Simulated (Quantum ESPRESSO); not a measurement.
A self-consistent single point of CuAgO2 (Pmmm, 4 atoms in the cell) with Quantum ESPRESSO.

Method: PBEsol, PSlibrary PAW (PBE) pseudopotentials (plane waves; Quantum ESPRESSO 7.5).

```xyz
4
Lattice="2.8164 0.0000 0.0000 0.0000 3.3539 0.0000 0.0000 0.0000 5.4042" Properties=species:S:1:pos:R:3 pbc="T T T"
Cu     1.4082     1.6769     2.7021
Ag     0.0000     0.0000     0.0000
O      0.0000     1.6769     1.4637
O      0.0000     1.6769     3.9405
```

Reference input (self-consistent single point, DFT, PBEsol, plane waves, PSlibrary PAW (PBE) pseudopotentials): ecutwfc = 55 Ry; ecutrho = 330 Ry; occupations = smearing; smearing = fd; degauss = 0.0073499 Ry; input_dft = pbesol; K_POINTS = automatic 9 8 5 0 0 0; conv_thr = 1e-10 Ry; mixing_beta = 0.5. This run's input differs from it in these lines:

```diff
@@ -15,4 +15,4 @@
  ntyp = 3
- ecutwfc = 55
- ecutrho = 330
+ ecutwfc = 72
+ ecutrho = 432
  occupations = 'smearing'
```

Output (repeated stretches shortened):

```
     Self-consistent Calculation

     iteration #  1     ecut=    72.00 Ry     beta= 0.50

     total energy              =    -641.91591762 Ry
     estimated scf accuracy    <       1.72712932 Ry

     iteration #  2     ecut=    72.00 Ry     beta= 0.50

     total energy              =    -642.59279370 Ry
     estimated scf accuracy    <       4.46093144 Ry

     iteration #  3     ecut=    72.00 Ry     beta= 0.50

     total energy              =    -642.85534192 Ry
     estimated scf accuracy    <       0.48976306 Ry

   [... 8 blocks of this kind left out ...]

     iteration # 12     ecut=    72.00 Ry     beta= 0.50

     total energy              =    -642.90216480 Ry
     estimated scf accuracy    <          5.8E-09 Ry

     iteration # 13     ecut=    72.00 Ry     beta= 0.50
     End of self-consistent calculation

     the Fermi energy is     8.2720 ev

!    total energy              =    -642.90216480 Ry
     estimated scf accuracy    <          8.9E-11 Ry
     smearing contrib. (-TS)   =      -0.00472790 Ry
     internal energy E=F+TS    =    -642.89743690 Ry

     convergence has been achieved in  13 iterations

     Forces acting on atoms (cartesian axes, Ry/au):

     atom    1 type  1   force =     0.00000000    0.00000000    0.00000000
     atom    2 type  2   force =     0.00000000    0.00000000    0.00000000
     atom    3 type  3   force =     0.00000000    0.00000000   -0.00452180
     atom    4 type  3   force =     0.00000000    0.00000000    0.00452180

     Total force =     0.006395     Total SCF correction =     0.000024

          total   stress  (Ry/bohr**3)                   (kbar)     P=      -14.37
   0.00001118   0.00000000   0.00000000            1.64        0.00        0.00
   0.00000000  -0.00013857   0.00000000            0.00      -20.38        0.00
   0.00000000   0.00000000  -0.00016565            0.00        0.00      -24.37

   JOB DONE.
```

The run converged in 13 iterations. Against the reference run the free energy falls by 15.2 meV/atom, the pressure goes from -2.09 to -1.44 GPa and the largest force goes from 0.121 to 0.116 eV/Å.

The starting cell comes from a database of computed structures (which also holds hypothetical and non-ambient phases and stackings), without a prior relaxation at this level. Spin polarisation is off, so a magnetic state, if there is one, cannot be reached. The run gives no clean gap (levels at the Fermi energy touch, overlap or are partly filled at this smearing), which alone does not show that the compound is a metal.

Cost on one core of a shared machine: roughly 2 min.
